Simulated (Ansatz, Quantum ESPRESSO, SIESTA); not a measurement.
# One structure in several programs: NbPd2 (Immm, 3 atoms in the cell)

Self-consistent single point.

```yaml
crystal:
  lattice:
    - [-1.42839, 1.98728, 4.25254]
    - [1.42839, -1.98728, 4.25254]
    - [1.42839, 1.98728, -4.25254]
  atoms:
    - { symbol: Nb, position: [0.00000, 0.00000, 0.00000] }
    - { symbol: Pd, position: [0.66658, 0.66658, 0.00000] }
    - { symbol: Pd, position: [0.33342, 0.33342, 0.00000] }
```

Shared settings, as Ansatz (a first-principles code) writes them: kpoints.mp_grid.grid = 9 9 9; scf.occupations.method = gaussian; scf.occupations.width = 0.0037 Ry. Potentials and cutoffs stand in the table.

```csv
code,model,pressure (GPa),largest force (eV/Å),cutoff
Ansatz,"LDA (PW92), PAW files made with PBE",-15.22,0.111,default
Quantum ESPRESSO,"LDA (PZ), GBRV 1.5 ultrasoft (LDA) pseudopotentials",-14.95,0.120,40 Ry
SIESTA,"LDA PW92, numerical atomic orbitals TZP, PseudoDojo LDA standard norm-conserving potentials (rewritten from UPF to PSML)",-17.35,0.095,grid 400 Ry
```

On Ansatz's run: spin polarisation is off.

The spread over the programs that give each value: pressure within 2.40 GPa; largest force within 0.025 eV/Å.

SIESTA uses small atom-centred bases, whose incompleteness enters pressures, forces and empty levels differently from a plane-wave cutoff. Ansatz's pressure is given at a fixed set of plane waves, as the other plane-wave codes print theirs. The same LDA comes in different parametrisations, which differ slightly. In the pressure, SIESTA (by 2.26) lies more than 1 GPa from the median of the plane-wave programs.

The starting cell comes from a database of computed structures (which also holds hypothetical and non-ambient phases and stackings), without a prior relaxation at this level. Its lattice was rescaled by a random factor within 2.5 % of one.

Left out of this page: Elk (not drawn, or without a comparable value).

Keys are those of Ansatz 0.2.
